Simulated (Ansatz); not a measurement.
Input and output of a self-consistent single point for SrNi2As2 (I4mm, 5 atoms in the cell) (Ansatz, an electronic-structure program).

Level of theory: LDA (PW92), default PAW files made with PBE (plane waves; Ansatz).

```yaml
crystal:
  lattice:
    - [-2.04681, 2.04681, 5.52308]
    - [2.04681, -2.04681, 5.52308]
    - [2.04681, 2.04681, -5.52308]
  atoms:
    - { symbol: Sr, position: [0.00453, 0.00453, 0.00000] }
    - { symbol: Ni, position: [0.75000, 0.25000, 0.50000] }
    - { symbol: Ni, position: [0.25000, 0.75000, 0.50000] }
    - { symbol: As, position: [0.64527, 0.64527, 0.00000] }
    - { symbol: As, position: [0.35473, 0.35473, 0.00000] }
```

Reference input (self-consistent single point, DFT, LDA (PW92), plane waves, default PAW files made with PBE): basis.ecutwfc = 420 eV; kpoints.mp_grid.grid = 9 9 9; hamiltonian.xc = lda; hamiltonian.pseudopotentials = {kind: paw} (the program's default PAW files); scf.occupations.method = fermi_dirac; scf.occupations.width = 0.1 eV. This run's input differs from it in these lines:

Ansatz 0.2 input:
```diff
@@ -15,3 +15,3 @@
   mp_grid:
-    grid: [9, 9, 9]
+    grid: [5, 5, 5]
 hamiltonian:
@@ -23,3 +23,3 @@
     method: fermi_dirac
-    width: 0.1
+    width: 0.02
 output:
```

Output (repeated stretches shortened):

```
SCF iter   1: F=—  HF=-24541.868537 eV  |F-HF|=—  |Δ(HF+E_count)|=         —  Δρ=1.14e-2  dr2=5.72e-2  ethr=1.77e-3  ⟨swp⟩=7.4  Hψ=3489  notcnv=0
all-band conjugate gradients solve this SCF's bands
preconditioner: auto → Kerker (q_TF=auto, 2.640 Å⁻¹)
SCF iter   2: F=—  HF=-24541.861851 eV  |F-HF|=—  |Δ(HF+E_count)|=   6.69e-3  Δρ=4.63e-3  dr2=1.00e-2  ethr=7.52e-5  ⟨swp⟩=2.3  Hψ=1338  notcnv=0  defer=44
   [... lines left out ...]
SCF iter   5: F=—  HF=-24541.860228 eV  |F-HF|=—  |Δ(HF+E_count)|=   2.22e-5  Δρ=1.93e-4  dr2=3.75e-5  ethr=1.46e-7  ⟨swp⟩=2.1  Hψ=1338  notcnv=0  defer=45
SCF iter   6: F=—  HF=-24541.860226 eV  |F-HF|=—  |Δ(HF+E_count)|=   2.43e-6  Δρ=4.71e-5  dr2=2.84e-6  ethr=4.94e-8  ⟨swp⟩=2.0  Hψ=1037  notcnv=0  defer=45
SCF iter   7: F=—  HF=-24541.860225 eV  |F-HF|=—  |Δ(HF+E_count)|=   3.15e-7  Δρ=2.23e-5  dr2=4.00e-7  ethr=3.73e-9  ⟨swp⟩=2.0  Hψ=1322  notcnv=0  defer=45
SCF iter   8: F=-24541.860225 eV  HF=-24541.860225 eV  |F-HF|=5.12e-8  |Δ(HF+E_count)|=   4.13e-8  Δρ=7.30e-6  dr2=6.08e-8  ethr=1.32e-10  ⟨swp⟩=9.8  Hψ=3628  notcnv=0
SCF 1 converged in 8 iterations: F = -24541.860225 eV  dr2 = 6.08e-8
Free energy (F): -24541.860225 eV
Internal energy: -24541.851452 eV  (E = F + TS)
E sigma→0 (E₀):  -24541.855839 eV
Entropy (-TS):   -0.008773 eV (-1.755 meV/atom)
Fermi energy:    12.162018 eV
--- Forces (eV/Å), atoms counted from 1 ---
  atom   1  Sr     0.00000000     0.00000000    -0.13292356
  atom   2  Ni     0.00000000     0.00000000     0.04886915
  atom   3  Ni    -0.00000000     0.00000000     0.04886915
  atom   4  As     0.00000000     0.00000000     0.30291618
  atom   5  As     0.00000000     0.00000000    -0.26772523
--- Stress (GPa, compression-positive) ---
       -6.739137       0.000000       0.000000
        0.000000      -6.739137      -0.000000
        0.000000       0.000000      -6.092729
  P = ⅓ Tr σ = -6.5237 GPa (-65.237 kbar)
  The stress holds the Pulay correction. Without it, at fixed plane waves, as pw.x and ABINIT print it: P = -6.5628 GPa
```

The run converged in 8 iterations. Against the reference run the free energy rises by 21.6 meV/atom, the pressure stays near -6.52 GPa while the zz stress (positive for compression) goes from -6.42 to -6.09 GPa and the largest force goes from 0.258 to 0.303 eV/Å.

The starting cell comes from a database of computed structures (which also holds hypothetical and non-ambient phases and stackings), without a prior relaxation at this level. Its lattice was rescaled by up to half a per cent. One atom was moved a little off its site on purpose. Spin polarisation is off, so a magnetic state, if there is one, cannot be reached. With a pressure of about -7 GPa the cell is away from its equilibrium volume at this level. Ansatz's pressure includes its estimate of the finite-basis (Pulay) stress.
